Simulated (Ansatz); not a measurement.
**PdGe2 (model structure, started from the C49 type, Cmcm, No. 63, 6 atoms in the cell): formation enthalpy by level of theory**

No measured value is used here.

```tsv
level (code)	value (eV/atom)
PBE (Ansatz)	(withheld)
PBEsol (Ansatz)	-0.125
PBE-D3(BJ) (Ansatz)	-0.122
```

**Question.** Some entries are withheld; supply them.

**Answer.** 
- PBE (Ansatz, a first-principles code), value (eV/atom): -0.078

Each level is taken at its own relaxed cell. Ansatz's density-functional and Hartree–Fock values are scalar-relativistic unless marked +SOC, with PAW data made under PBE.

A model structure was made by putting elements into a prototype or built by hand; it is no filed structure, need not be a known phase, and can be a saddle point held by its symmetry.
